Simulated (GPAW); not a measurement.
Band structure of InPd (Pm-3m, 2 atoms in the cell).

```xyz
2
Lattice="3.2981 0.0000 0.0000 0.0000 3.2981 0.0000 0.0000 0.0000 3.2981" Properties=species:S:1:pos:R:3 pbc="T T T"
In     0.0000     0.0000     0.0000
Pd     1.6490     1.6490     1.6490
```

Computed with PBE, GPAW PAW datasets PBE (gpaw-data 1.0.1) (plane waves; GPAW).

Settings: mode = pw; ecut = 600 eV; xc = PBE; kpts = 13 13 13; mesh shift (steps) = 0 0 0; occupations.name = methfessel-paxton; occupations.width = 0.2 eV; occupations.order = 0; nbands = -6; convergence.density = 1e-05 e/electron; symmetry.symmorphic = false; symmetry.tolerance = 0.0005; maxiter = 120; bandpath_npoints = 40.

The starting cell comes from a database of computed structures (which also holds hypothetical and non-ambient phases and stackings), without a prior relaxation at this level. Its lattice was rescaled by a random factor within 2.5 % of one. Spin polarisation is off.

Levels in eV from the Fermi level, bands 11 to 18:
| point | 11 | 12 | 13 | 14 | 15 | 16 | 17 | 18 |
|---|---|---|---|---|---|---|---|---|
| Γ | -3.74 | -2.25 | -2.25 | -2.25 | 4.12 | 4.12 | 4.12 | 9.11 |
| X | -3.72 | -3.20 | -3.20 | -2.32 | -1.14 | 9.27 | 9.27 | 9.80 |
| M | -2.64 | -2.64 | -2.28 | -2.28 | -1.71 | 1.31 | 2.39 | 9.24 |
| R | -4.76 | -1.67 | -1.67 | -0.20 | 3.74 | 3.74 | 3.74 | 4.24 |

Bands cross the Fermi level along this path, so the cell is metallic at this level.
